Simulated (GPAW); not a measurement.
**A self-consistent single point of YTi₂Ga₄ (I4/mmm, 7 atoms in the cell) with GPAW**

Method: PBEsol, GPAW PAW datasets PBEsol (made by gpaw-setup) (plane waves; GPAW).

Input as run:

```python
from ase import Atoms
from ase.units import GPa
from gpaw import GPAW

atoms = Atoms(['Y', 'Ti', 'Ti', 'Ga', 'Ga', 'Ga', 'Ga'],
              cell=[[-3.392924, 3.392924, 2.740456],
                    [3.392924, -3.392924, 2.740456],
                    [3.392924, 3.392924, -2.740456]],
              scaled_positions=[[0.000000, 0.000000, 0.000000],
                                [0.750000, 0.250000, 0.500000],
                                [0.250000, 0.750000, 0.500000],
                                [0.303490, 0.696510, 0.000000],
                                [0.696510, 0.303490, 0.000000],
                                [0.696510, 0.696510, 0.393020],
                                [0.303490, 0.303490, 0.606980]],
              pbc=True)

calc = GPAW(mode={'name': 'pw', 'ecut': 850},
            xc='PBEsol',
            kpts=(5, 5, 5),
            occupations={'name': 'methfessel-paxton', 'width': 0.136, 'order': 0},
            nbands=-13,
            convergence={'density': 1e-05},
            symmetry={'symmorphic': False, 'tolerance': 0.0005},
            maxiter=120)

atoms.calc = calc

energy = atoms.get_potential_energy()
print('Energy (eV):', round(energy, 6))
forces = atoms.get_forces()
print('Forces (eV/Ang):')
print(forces.round(5))
stress = atoms.get_stress()
print('Stress (GPa, Voigt):', (stress / GPa).round(4))
```

The program printed (abridged):

```
Input parameters:
  convergence: {density: 1e-05}
  kpts: [5 5 5]
  maxiter: 120
  mode: {ecut: 850,
         name: pw}
  nbands: -13
  occupations: {name: methfessel-paxton,
                order: 0,
                width: 0.136}
  symmetry: {symmorphic: False,
             tolerance: 0.0005}
  xc: PBEsol

species:
  Y:
    name: Yttrium
    Z: 39.0
    valence: 11
    core: 28
    charge: 0.0
    file: Y.PBEsol.gz

    # Using partial waves for Y as LCAO basis

  Ti:
    name: Titanium
    Z: 22.0
    valence: 12
    core: 10
    charge: 0.0
    file: Ti.PBEsol.gz

    # Using partial waves for Ti as LCAO basis

  Ga:
    name: Gallium
    Z: 31.0
    valence: 3
    core: 28
    charge: 0.0
    file: Ga.PBEsol.gz

    # Using partial waves for Ga as LCAO basis

Reference energy: -349810.675592  # eV

Spin-paired calculation

Convergence criteria:
 Maximum [total energy] change in last 3 cyles: 0.0005 eV / valence electron
 Maximum integral of absolute [dens]ity change: 1e-05 electrons / valence electron
 Maximum integral of absolute [eigenst]ate change: 4e-08 eV^2 / valence electron
 Maximum number of scf [iter]ations: 120

Symmetries present (total): 16
Symmetries with fractional translations: 0
125 k-points: 5 x 5 x 5 Monkhorst-Pack grid
18 k-points in the irreducible part of the Brillouin zone
       k-points in crystal coordinates                weights
   0:     0.00000000    0.00000000    0.00000000          1/125
   1:     0.20000000   -0.20000000    0.00000000          4/125
   2:     0.20000000   -0.20000000    0.20000000          4/125
   [... 7 lines left out ...]
          ...
  17:     0.40000000    0.40000000    0.40000000          8/125

Wave functions: Plane wave expansion
  Cutoff energy: 850.000 eV
  Number of coefficients (min, max): 7079, 7145
  Pulay-stress correction: 0.000000 eV/Ang^3 (de/decut=0.000000)

Occupation numbers: Methfessel-Paxton:
  width: 0.1360  # eV
  order: 0

Eigensolver

Densities:
  Coarse grid: 40*40*40 grid
  Fine grid: 80*80*80 grid
  Total Charge: 0.000000

Density mixing:
  Method: separate
  Backend: pulay
  Linear mixing parameter: 0.05
  old densities: 5
  Damping of long wavelength oscillations: 50

Hamiltonian:
  XC and Coulomb potentials evaluated on a 80*80*80 grid
  External potential:
    NoExternalPotential

XC parameters: PBEsol with 2 nearest neighbor stencil

Number of atoms: 7
Number of atomic orbitals: 55
Number of bands in calculation: 36
Number of valence electrons: 47
Bands to converge: occupied

Density initialized from atomic densities
  36 bands from LCAO basis set

Atomic positions and initial magnetic moments

Positions:
   0 Y      0.000000    0.000000    0.000000    ( 0.0000,  0.0000,  0.0000)
   1 Ti     0.000000    3.392924    1.370228    ( 0.0000,  0.0000,  0.0000)
   2 Ti     3.392924    0.000000    1.370228    ( 0.0000,  0.0000,  0.0000)
   3 Ga     1.333487   -1.333487    2.740456    ( 0.0000,  0.0000,  0.0000)
   4 Ga    -1.333487    1.333487    2.740456    ( 0.0000,  0.0000,  0.0000)
   5 Ga     1.333487    1.333487    2.740456    ( 0.0000,  0.0000,  0.0000)
   6 Ga     2.059437    2.059437    0.000000    ( 0.0000,  0.0000,  0.0000)

Unit cell:
           periodic     x           y           z      points  spacing
  1. axis:    yes   -3.392924    3.392924    2.740456    40     0.1066
  2. axis:    yes    3.392924   -3.392924    2.740456    40     0.1066
  3. axis:    yes    3.392924    3.392924   -2.740456    40     0.1200

  Lengths:   5.525755   5.525755   5.525755
  Angles:  104.238506 104.238506 120.536177

Effective grid spacing dv^(1/3) = 0.1254

     iter     time        total  log10-change:
                         energy   eigst   dens
iter:   1 --:--:--   -37.783057
iter:   2 --:--:--   -37.608149   -1.26  -1.13
iter:   3 --:--:--   -37.103921   -1.21  -1.16
iter:   4 --:--:--   -36.940481   -1.88  -1.38
iter:   5 --:--:--   -37.119743   -1.14  -1.50
iter:   6 --:--:--   -37.006436   -2.74  -1.72
iter:   7 --:--:--   -36.931519   -1.50  -1.87
iter:   8 --:--:--   -36.914941   -3.18  -2.20
iter:   9 --:--:--   -36.914445c  -4.06  -2.47
iter:  10 --:--:--   -36.913601c  -3.57  -2.52
iter:  11 --:--:--   -36.913324c  -4.23  -3.06
iter:  12 --:--:--   -36.913240c  -5.65  -3.12
iter:  13 --:--:--   -36.913198c  -4.56  -3.16
iter:  14 --:--:--   -36.913223c  -4.66  -3.26
   [... 7 lines left out ...]
iter:  22 --:--:--   -36.913154c  -5.06  -3.47
iter:  23 --:--:--   -36.913158c  -6.73  -4.16
iter:  24 --:--:--   -36.913164c  -6.54  -4.26
iter:  25 --:--:--   -36.913158c  -6.22  -4.26
iter:  26 --:--:--   -36.913165c  -7.25  -4.42
iter:  27 --:--:--   -36.913169c  -7.63c -4.88
iter:  28 --:--:--   -36.913168c  -7.99c -4.90
iter:  29 --:--:--   -36.913168c  -9.68c -5.00
iter:  30 --:--:--   -36.913167c  -9.58c -5.06c

Converged after 30 iterations.

Dipole moment: (0.000000, -0.000000, -0.000000) |e|*Ang

Energy contributions relative to reference atoms: (reference = -349810.675592)

Kinetic:        +59.414203
Potential:      -48.662310
External:        +0.000000
XC:             -47.414091
Entropy (-ST):   -0.054608
Local:           -0.223665
SIC:             +0.000000
--------------------------
Free energy:    -36.940472
Extrapolated:   -36.913167

Showing only first 2 kpts
 Kpt  Band  Eigenvalues  Occupancy
  0    21      6.28945    2.00000
  0    22      6.93015    2.00000
  0    23      7.47612    1.95534
  0    24      7.61323    1.43947

  1    21      6.41182    2.00000
  1    22      6.98385    2.00000
  1    23      7.40005    1.99487
  1    24      7.66422    1.04135

Fermi level: 7.66920

No gap
No difference between direct/indirect transitions
Energy (eV): -36.913167

Forces in eV/Ang:
  0 Y     0.00000    0.00000    0.00000
  1 Ti    0.00000    0.00000    0.00000
  2 Ti    0.00000    0.00000    0.00000
  3 Ga    0.07586   -0.07586    0.00000
  4 Ga   -0.07586    0.07586    0.00000
  5 Ga    0.07586    0.07586    0.00000
  6 Ga   -0.07586   -0.07586    0.00000

Stress tensor:
     0.027058     0.000000    -0.000000
     0.000000     0.027058     0.000000
    -0.000000     0.000000     0.025886
Stress (GPa, Voigt): [ 4.3352  4.3352  4.1475  0.     -0.      0.    ]
```

The run converged in 30 iterations. GPAW prints stress with tension positive.

The starting cell comes from a database of computed structures (which also holds hypothetical and non-ambient phases and stackings), without a prior relaxation at this level. Its lattice was rescaled by a random factor within 2.5 % of one. Spin polarisation is off. With a pressure of about -4 GPa the cell is away from its equilibrium volume at this level.

Cost on one core of a shared machine: roughly 4 min.
